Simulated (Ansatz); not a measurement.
The starting structures come from a database of crystals and need not be the phases stable at ambient conditions.

Given:

```yaml
crystal:
  lattice:
    - [4.74978, 0.00000, 0.00000]
    - [0.00000, 10.20959, 0.00000]
    - [0.00000, -2.56486, 4.42805]
  atoms:
    - { symbol: Li, position: [0.00000, 0.00000, 0.50000] }
    - { symbol: Li, position: [0.50000, 0.00000, 0.00000] }
    - { symbol: Li, position: [0.50000, 0.50000, 0.50000] }
    - { symbol: Li, position: [0.00000, 0.50000, 0.00000] }
    - { symbol: Ta, position: [0.44176, 0.25000, 0.80108] }
    - { symbol: Ta, position: [0.55824, 0.75000, 0.19892] }
    - { symbol: Ta, position: [0.94176, 0.75000, 0.69892] }
    - { symbol: Ta, position: [0.05824, 0.25000, 0.30108] }
    - { symbol: O, position: [0.69853, 0.25000, 0.12970] }
    - { symbol: O, position: [0.30147, 0.75000, 0.87030] }
    - { symbol: O, position: [0.19853, 0.75000, 0.37030] }
    - { symbol: O, position: [0.80147, 0.25000, 0.62970] }
    - { symbol: O, position: [0.21101, 0.10592, 0.89908] }
    - { symbol: O, position: [0.78899, 0.89408, 0.10092] }
    - { symbol: O, position: [0.71101, 0.89408, 0.60092] }
    - { symbol: O, position: [0.28899, 0.10592, 0.39908] }
    - { symbol: O, position: [0.28899, 0.39408, 0.68724] }
    - { symbol: O, position: [0.71101, 0.60592, 0.31276] }
    - { symbol: O, position: [0.78899, 0.60592, 0.81276] }
    - { symbol: O, position: [0.21101, 0.39408, 0.18724] }
```

Space group of this cell: Pnma. The cell is taken as given; by PBEsol its mean pressure is -6.8 GPa.

Transport runs along the normal of the first two printed cell vectors.

The gap is the functional's own. No spin-orbit coupling. Mid-gap values are interpolated on the energy grid.

**Question.** State the band gap and the smallest decay constant κ at mid-gap according to PBEsol (Ansatz, an electronic-structure program).

**Answer.** Gap 2.46 eV on a 6×8×8 mesh; κ = 0.329 1/Å, at (0.000, 0.250) of the in-plane reciprocal vectors. At the zone centre, at the nearest computed energy, the slowest state has κ = 0.33 1/Å.
